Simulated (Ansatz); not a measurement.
Structure of amorphous Hf₃₆O₇₂H₄ (periodic cell):

```xyz
112
Lattice="11.3481 0.0678 -0.1950 0.0678 11.7052 0.2438 -0.1950 0.2438 11.3728" Properties=species:S:1:pos:R:3 pbc="T T T"
Hf     3.0691     3.9453     8.7310
Hf     1.5281     1.7549     5.9146
Hf     7.2868     7.0404     6.9111
Hf     5.0416     8.1039     2.0826
Hf     9.6106     3.4566     7.2645
Hf    10.4453     7.5855     5.3397
Hf     9.6624     8.7826     8.3907
Hf    10.6050     2.7744     3.4006
Hf     6.8767     9.7848    10.9989
Hf    10.8237     5.9300     1.7928
Hf     1.7685     9.5901     1.3650
Hf    -0.0894     5.8933     8.8653
Hf     5.3893     6.3738    10.0478
Hf     5.2843     1.2079     5.7426
Hf     8.4525     0.6647     0.0827
Hf     8.0996     4.7550     4.3593
Hf     2.2571     3.7243     2.6761
Hf     8.3562     8.8672     2.3883
Hf     5.1380     1.6721     2.0889
Hf     4.9139     4.9561     4.1633
Hf     1.1646    10.3488     7.0742
Hf    10.9336     0.5454     8.9848
Hf     1.7364     5.3673     6.0815
Hf     3.5930     9.6618    10.0497
Hf     2.7163     6.1537     0.1718
Hf     7.9451     0.8849     3.6991
Hf     8.2855     3.9705    10.3648
Hf     3.8071     8.2530     7.0768
Hf    10.7541    10.6268     4.0613
Hf     0.0007     3.5449    11.2790
Hf     8.5347     7.2071    10.8012
Hf     2.4345     1.2857    11.1693
Hf     6.7806     9.8464     5.2535
Hf     5.4086     1.2685     9.5785
Hf     6.1036     4.0004     7.2480
Hf     3.0136    10.8410     4.2553
O      5.1539     9.3226     0.2774
O      5.0676     3.2612     5.6232
O      1.8197     5.6109     1.8873
O      3.6567     5.1840    10.2567
O      1.0721    10.0602     3.2349
O      4.2403     7.8673     9.0841
O      8.6660     9.2428    10.0641
O      1.8085     5.6209     8.2114
O      2.1330     2.7371     0.7906
O     11.0210     9.5623     5.7615
O      1.3214     2.3937     3.9018
O      6.3274     5.5312     5.6602
O     11.0466     7.5955     7.3466
O      9.9411     5.1165     0.1783
O     10.2409     4.1727     9.2675
O      8.4196    10.5124     3.9045
O      5.0142    10.6692     4.8770
O      7.1482    11.7626     5.8712
O      3.3044     6.5741     6.2954
O      2.7792     4.6339     4.4379
O      9.9087    11.8401    10.7645
O      7.8509     3.8687     8.4152
O      3.4472     9.3900     2.5175
O      6.6260     7.9500    10.1635
O      5.7639     8.4540     6.4918
O      3.3600     2.1208     9.4468
O      0.9292     5.3071    10.6764
O      8.0481     3.5948     6.0084
O      8.6144     2.7912     3.6672
O      1.2696    11.7030     1.3221
O      9.7195     1.5950     7.9276
O      0.5960     6.4877     4.8802
O      4.7077    11.1676     9.3394
O      2.7243     9.4889     5.8159
O      6.6139     8.6772     3.4310
O      4.6890     1.1136     0.1688
O      9.1840     7.1628     1.4938
O      4.5519     6.7216     3.3921
O     10.1781     0.8202     2.8995
O     10.8248     2.5529     5.5090
O      5.8497     1.8419     7.6476
O      8.3209     8.9298     6.7198
O      6.0126     5.9080     8.1317
O      9.5941     0.3683     5.3868
O     10.0942     8.6278     3.5804
O      6.0395     1.6067     3.9154
O      8.5795     6.8705     8.4630
O      6.9724     2.4767    10.6074
O      7.1579     5.5612    10.8297
O      2.4781     9.4470     8.3047
O      0.1259     3.7128     1.9939
O      0.6919     1.9284    10.1501
O      3.6493     0.5648     2.6761
O      4.6861     6.6177     0.6371
O     11.0011    10.3491     8.3857
O      4.2755     3.4774     2.5316
O      7.2048     0.9848     1.8038
O      2.2852    10.9383    10.9928
O      6.6161     4.7130     3.1347
O      2.1919     3.4018     6.8862
O      7.0473    11.7435    10.3847
O      8.6628     6.5680     5.3818
O      3.3205     0.8189     5.5322
O      1.1170     0.5619     7.5352
O      2.3414     8.3728    11.3179
O     10.5110     7.5011     9.9334
O      8.3536    10.3900     1.1457
O      1.0988    11.5385     5.2446
O      0.3352     7.9814     1.3045
O      9.6896     2.4259     0.0867
O      9.9461     5.0137     3.3825
O     10.9130     4.9684     6.8317
H      0.0908     7.8735     0.3439
H     10.1004     1.2439     5.6145
H      9.0393    11.8553     6.3591
H      0.6941     0.3682     1.8198
```

Computed with PBE, scalar-relativistic without spin-orbit coupling (plane waves to 420 eV, PAW; Ansatz, a quantum-chemistry and plane-wave program). The usual formal charges leave 4 electrons over, so the level spacing at the Fermi energy parts defect or band states and needn't be the band gap.

It comes from a melt-quench run on a machine-learned potential (CHGNet), relaxed afterwards by DFT. O atoms were pushed apart under 1.9 Å during the dynamics, to hinder bonds among them. The hot cell started wider than the set density and was brought back towards it in steps. It is the lowest in DFT energy of 8 quenches. It is a model cell: composition and starting density were chosen by hand, and all elements were melted together. No dispersion term was used. Its density started from a set value of 8.15 and ended at 8.34 g/cm³. The simulated quench (nominally 810 K/ps over its main leg) is rapid and tends to freeze in more defects than a deposited or slowly cooled glass has. A cell of this size samples the disorder only roughly. Volume and shape were free in the relaxation.

Cut-offs for bonds: Hf-Hf 3.34 Å, Hf-O 2.60 Å, Hf-H 2.27 Å, O-O 1.58 Å, O-H 1.16 Å, H-H 0.90 Å. Two cations that share two anions don't count as bonded, nor two that share one unless they lie closer than Hf-Hf 3.25 Å.

Give the coordination numbers, mean bond lengths and angles.


```json
{
  "Mean coordination of Hf by anions": "5.86 (1 with 4, 8 with 5, 22 with 6, 5 with 7); 2 close contacts or bonds to cations besides",
  "Mean coordination of O": "2.99 (8 with 2, 57 with 3, 7 with 4)",
  "Mean coordination of H": "1.00 (4 with 1)",
  "Mean Hf-O bond": "2.123 Å (spread 0.108 Å, 211 counted)",
  "Mean O-H bond": "0.997 Å (spread 0.025 Å, 4 counted)",
  "Mean Hf-Hf close contact": "3.120 Å (spread 0.000 Å, 1 counted)",
  "Bond angle at Hf": "mean 103.0°, spread 28.2°",
  "Bond angle at O": "mean 115.8°, spread 17.3°"
}
```

List the pairs of like atoms that count as bonded by the rules above.

Hf9-Hf18 (3.12 Å).
